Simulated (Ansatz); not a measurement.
The starting structures come from a database of crystals and need not be the phases stable at ambient conditions.

 Where the default PAW files enter, the runs use the earlier of Ansatz's two default sets.

Inside the gap of an insulator the Bloch states are evanescent, with a wavenumber k + iκ along the transport direction.

Given:

```
BaLiF3
1.0
    3.98858     0.00000     0.00000
    0.00000     5.64070     0.00000
    0.00000     2.82035     2.82035
Ba Li F
1 1 3
Direct
  0.00000   0.00000   0.00000
  0.50000   0.50000   0.00000
  0.50000   0.00000   0.50000
  0.50000   0.50000   0.50000
  0.00000   0.50000   0.00000
```

Space group of this cell: Pm-3m, cubic perovskite. The cell is taken as given.

Transport runs along the normal of the first two printed cell vectors, the (110) plane of the conventional cell.

The gap is the functional's own, uncorrected, and κ follows it; spin-orbit coupling is left out. Mid-gap values are interpolated between the computed energies.

Problem. State the band gap and the smallest decay constant κ at mid-gap according to Ansatz (an electronic-structure program) with r2SCAN.

Solution. Gap 7.39 eV on a 10×10×10 mesh; κ = 0.472 1/Å, at the zone centre.
